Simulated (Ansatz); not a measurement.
## Evanescent states of GaSe (P6_3/mmc, 8 atoms a cell, 24.5 Å³ an atom) along the normal of (001)

Method: PBEsol (plane waves, PAW; Ansatz, a first-principles code).

The gap is the functional's own, uncorrected, and κ follows it; spin-orbit coupling is left out. Mid-gap means the computed energy nearest the middle.

Energies count from the valence-band top; κ is the least over a 12×12 mesh across the current.

| E (eV) | κ (1/Å) | where |
|---|---|---|
| 0.03 | 0.024 | Γ |
| 0.09 | 0.039 | Γ |
| 0.15 | 0.048 | Γ |
| 0.21 | 0.055 | Γ |
| 0.27 | 0.059 | Γ |
| 0.33 | 0.061 | Γ |
| 0.39 | 0.062 | Γ |
| 0.45 | 0.061 | Γ |
| 0.51 | 0.059 | Γ |
| 0.57 | 0.055 | Γ |
| 0.63 | 0.048 | Γ |
| 0.69 | 0.037 | Γ |
| 0.75 | 0.015 | Γ |

How thick must the barrier be to attenuate the transmission by 10^8 when the electrodes' Fermi level lies at 0.69 eV, and what attenuation does that film give at 0.75 eV?

d = 8 ln 10 / (2 × 0.037) = 248.9 Å. At 0.75 eV it gives 8 × 0.015/0.037 = 3.2 decades.
